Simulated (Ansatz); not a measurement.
Structures of equal composition on the (111)B surface of zinc-blende InSb (Sb plane on top): 2x2 In adatom at H3; 2x2 In adatom at T1. The slabs share one bottom face, and each structure is named by its start. These are constructed structures in small cells; real faces may alloy, dewet or reconstruct in larger ones, and not all known structures of the face are among them. Slabs of about 16 Å with all that they carry, Fermi-Dirac smearing of 0.025 eV. Bottom of the slabs: H caps. Relaxed from the named starts with such symmetry as they have, on meshes of like density; energies extrapolated to zero smearing; no spin-orbit coupling, no U. Spin-polarised runs, if any, are marked in brackets, and their order is one that fits the cell; the others ran without spin. Where a second, spin-polarised start was run, the lower counts.

Host crystal: zinc-blende InSb, a metal or without a clear band gap (PBE, scalar-relativistic without spin-orbit coupling).

Computed with PBE (plane waves to 420 eV, PAW; Ansatz, a program for electronic structure).

Question: Put the candidates in order of energy per 1x1 cell, lowest first, for PBE.

Answer: 2x2 In adatom at H3 (0.000 eV, no gap over 0.04 eV on the mesh), 2x2 In adatom at T1 (0.258 eV [spin, 0.2 μB a cell], no gap over 0.04 eV on the mesh)
